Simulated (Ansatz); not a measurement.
Defect migration in rock-salt AgCl: interstitial Ag, charge state +1. The step: several atoms move together, Ag the farthest; the atom moves 2.22 Å along (-0.18, 0.18, -0.30) of the unit cell; the moving atom starts with neighbours 2 Ag at 2.99, 2 Ag at 3.00; 2 Cl at 2.53, Cl at 2.54, Cl at 3.08 Å and ends with 2 Ag at 2.99, 2 Ag at 3.00; 2 Cl at 2.53, Cl at 2.54, Cl at 3.08 Å. A PBE band in Ansatz (plane-wave PAW, one k-point at (0.250, 0.250, 0.250), 64 host sites, 106 SCF runs with any check of the saddle's order, static, no finite-size correction) gives a forward barrier of 0.18 eV. The program found a first-order saddle point. The charge state is imposed; whether it is stable for some Fermi level was not computed. Sites that were not tried may lie lower.

Single points at the band's start and saddle point can refine it. Rough cost of one point, in units of the band's mean SCF on the same machine:

```csv
Level,Cost of one point
"PBE, a 2×2×2 k-point mesh shifted by half a step",about 3
"r2SCAN at 500 eV, one k-point at (0.250, 0.250, 0.250)",about 2
```

Which of these move the barrier by more than 0.1 eV, and how far does each move it?

Not one does. PBE, a 2×2×2 k-point mesh shifted by half a step: 0.00 eV; r2SCAN at 500 eV, one k-point at (0.250, 0.250, 0.250): +0.06 eV. Each functional is compared with PBE at the same k-points.

Ansatz is a program for electronic structure.
